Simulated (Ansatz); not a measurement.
```yaml
crystal:
  lattice:
    - [0.00000, 2.83727, 2.83727]
    - [2.83727, 0.00000, 2.83727]
    - [2.83727, 2.83727, 0.00000]
  atoms:
    - { symbol: As, position: [0.25000, 0.25000, 0.25000] }
    - { symbol: Al, position: [0.00000, 0.00000, 0.00000] }
```

The cell is fixed at its relaxed static size. Melting and transitions to other phases are not modelled. An odd repeat of the supercell leaves out some zone-boundary points, where instabilities often lie.

**Question.** Is this phase dynamically stable in the harmonic approximation, and at 300, 600 K by the stochastic self-consistent harmonic approximation in a 3×3×3 supercell, PBEsol density-functional theory in Ansatz (plane waves, PAW)? Give the softest mode in each case.

**Answer.** Harmonic: softest mode 65 cm⁻¹ at q = (0.00, 0.00, 0.33), so stable at the wave vectors of the supercell. 300 K: stable, softest second derivative of the free energy 64 cm⁻¹ (error under 1) at q = (0.00, 0.00, 0.33), at 0.4 GPa in this cell. 600 K: stable, softest second derivative of the free energy 62 cm⁻¹ (error under 1) at q = (0.00, 0.00, 0.33), at 0.6 GPa in this cell. The verdict is statistical, holds for these wave vectors and this fixed cell alone, and errs towards stability where frames are few. Wave vectors are fractions of the primitive cell's reciprocal vectors.

Ansatz is a program for electronic structure.
